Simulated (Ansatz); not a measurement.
Inside the gap of an insulator the Bloch states are evanescent, with a wavenumber k + iκ along the transport direction.

```xyz
2
Lattice="3.8094 0.0000 0.0000 0.0000 3.8094 0.0000 1.9047 1.9047 2.6937" Properties=species:S:1:pos:R:3 pbc="T T T"
Zn     0.0000     0.0000     0.0000
S      3.8094     1.9047     1.3468
```

The cell is taken as given.

Transport runs along the normal of the first two printed cell vectors, the (001) plane of the conventional cell.

The gap is the functional's own. No spin-orbit coupling. Mid-gap values are those at the computed energy nearest the middle.

Problem. Compute, with r2SCAN (Ansatz, a first-principles code), the band gap and the smallest decay constant κ at mid-gap.

Solution. Gap 2.71 eV on a 12×12×12 mesh; κ = 0.189 1/Å, at the zone centre.
